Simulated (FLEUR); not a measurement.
Worked example: self-consistent single point of TiC (Fm-3m, 2 atoms in the cell) in FLEUR.

Method: PBE, all-electron FLAPW (FLEUR), scalar-relativistic valence run with FLEUR.

The change in words: lattice scaled by 0.98. Reference geometry:
```
TiC
1.0
    0.00000     2.17799     2.17799
    2.17799     0.00000     2.17799
    2.17799     2.17799     0.00000
Ti C
1 1
Direct
  0.00000   0.00000   0.00000
  0.50000   0.50000   0.50000
```

Reference input (self-consistent single point, DFT, PBE, all-electron FLAPW (FLEUR), scalar-relativistic valence): Kmax = 4.3 1/bohr; GmaxXC = 12.9 1/bohr; xcFunctional = pbe; jspins = 1; l_soc = F; mode = gauss; fermiSmearingEnergy = 0.00734986 Htr; mesh (inpgen div1-3) = 13 13 13; inpgen gamma flag = false; Gmax = 12.9 1/bohr; numbands = 0; maxIterBroyd = 40. This run's input differs from it in these lines:

```diff
@@ -3,5 +3,5 @@
 &input film=f /
--0.0000000000 4.1158046022 4.1158046022
-4.1158046022 -0.0000000000 4.1158046022
-4.1158046022 4.1158046022 -0.0000000000
+-0.0000000000 4.0334881322 4.0334881322
+4.0334881322 -0.0000000000 4.0334881322
+4.0334881322 4.0334881322 0.0000000000
 1.0
@@ -43,5 +43,5 @@
          <bravaisMatrix>
-            <row-1>    0.0000000000000000     4.1158046021999999     4.1158046021999999</row-1>
-            <row-2>    4.1158046021999999     0.0000000000000000     4.1158046021999999</row-2>
-            <row-3>    4.1158046021999999     4.1158046021999999     0.0000000000000000</row-3>
+            <row-1>    0.0000000000000000     4.0334881321999996     4.0334881321999996</row-1>
+            <row-2>    4.0334881321999996     0.0000000000000000     4.0334881321999996</row-2>
+            <row-3>    4.0334881321999996     4.0334881321999996     0.0000000000000000</row-3>
          </bravaisMatrix>
```

The program printed (abridged):

```
 Iteration:     1   Distance:      31.60238699 me/bohr^3
 Iteration:     2   Distance:      25.94616692 me/bohr^3
 Iteration:     3   Distance:       9.27638419 me/bohr^3
 Iteration:     4   Distance:       8.50738636 me/bohr^3
 Iteration:     5   Distance:       1.72990309 me/bohr^3
   [... 5 lines left out ...]
 Iteration:    11   Distance:       0.00510216 me/bohr^3
 Iteration:    12   Distance:       0.00023556 me/bohr^3
 Iteration:    13   Distance:       0.00017370 me/bohr^3
 Iteration:    14   Distance:       0.00000512 me/bohr^3
 Run finished successfully
 Stop message:
   Structural relaxation: Done

[file out, last iteration]
             iter=     15
[...]
          total density-effective poten   -1.4133788951E+03
          total charge density-energy d   -4.7650380722E+01
 Updated energy parameters for spin:           1
[...]
 fermi energy and band-weighting factors:

[...]
FERMIE:
          first approx. to ef    (T=0)  :   0.426088 htr   (energy of the highest occ. eigenvalue)
          number of occ. states  (T=0)  :        669
          first approx. to seigv (T=0)  :  -5.922330 htr
          sum of weights of occ. states :   8.004096
          sum of semicore charge        :   0.000000 e
          fermi energy=   0.42432 har   work function= -11.54626 ev
          number of valence electrons=  16.00000
     band-weighting factor for spin=    1
   [... lines left out ...]
          total moment                 =     0.00000
 Direct bandgap for spin            1 :    8.4671748173270056E-003  Htr
 ---->    free energy=                      -891.9788777724 htr
   [... lines left out ...]
      extrapolation for T->0
 ---->    total electron energy=            -891.9788777724 htr
 ***** TOTAL FORCES ON ATOMS *****
 TOTAL FORCE FOR ATOM TYPE=  1  X=  0.000   Y=  0.000   Z=  0.000
                       FX_TOT= 0.000000 FY_TOT= 0.000000 FZ_TOT= 0.000000
 TOTAL FORCE FOR ATOM TYPE=  2  X=  4.033   Y=  4.033   Z=  4.033
                       FX_TOT= 0.000000 FY_TOT= 0.000000 FZ_TOT= 0.000000
 Structural relaxation: Done
```

The run converged in 14 iterations. FLEUR gives forces in its relaxation mode, with a further iteration, so its stop message speaks of a relaxation. Against the reference run the total energy goes up by 15.3 meV/atom.

The starting cell has typed, rounded lattice constants, without a prior relaxation at this level. Its lattice was rescaled by a random factor within 2.5 % of one. For this run, on top of that: lattice scaled by 0.98. Spin polarisation is off. Values depend on the basis (sphere radii, cutoffs, local orbitals), which need not be converged. The log's line on a gap gives a spacing of levels on this mesh, which the program prints for metals too.
